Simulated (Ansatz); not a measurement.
## What uniaxial strain ε_zz = +1.80 % does to SiC

The parent structure is SiC in the wurtzite structure (space group P6_3mc, No. 186; a = 3.0920 Å, c = 5.0743 Å). Axes: x lies along a and z along c of the hexagonal cell.

It is then changed as follows: the cell is stretched by 1.80 % along z with no lateral relaxation, atoms relaxed at fixed cell.

All numbers come from Kohn–Sham DFT with the PBE functional, run in Ansatz (a program for electronic structure) with PAW and 420 eV plane waves, spin-orbit coupling left out. Γ-centred 12×12×7 mesh, Fermi–Dirac width 0.05 eV.

- Shortest interatomic distance: 3.590 bohr (base 3.577 bohr)
- Energy relative to the base (free energy F): +5.5 meV/atom
- Pressure (mean of the normal stresses, compression positive): -3.59 GPa (base 0.00 GPa)
- Band gap: 2.22 eV (base 2.31 eV)
- Gap character: indirect, Γ → K (base indirect, Γ → K)
- Smallest direct gap: 4.05 eV (base 3.94 eV)
- Electron mass: 0.26 mₑ along z, 0.42 mₑ across (at K) (base 0.27 mₑ along c, 0.44 mₑ across (at K))
- Valence-band top at Γ (three highest levels, from the VBM): 0.00, 0.00, -0.26 eV (base 0.00, 0.00, -0.11 eV)
- Stress (xx, yy, zz, yz, xz, xy; compression positive): (-0.80, -0.80, -9.17, 0.00, 0.00, 0.00) GPa

Effective masses come from finite differences of ±0.01 Å⁻¹. Stability against distortions was not tested.
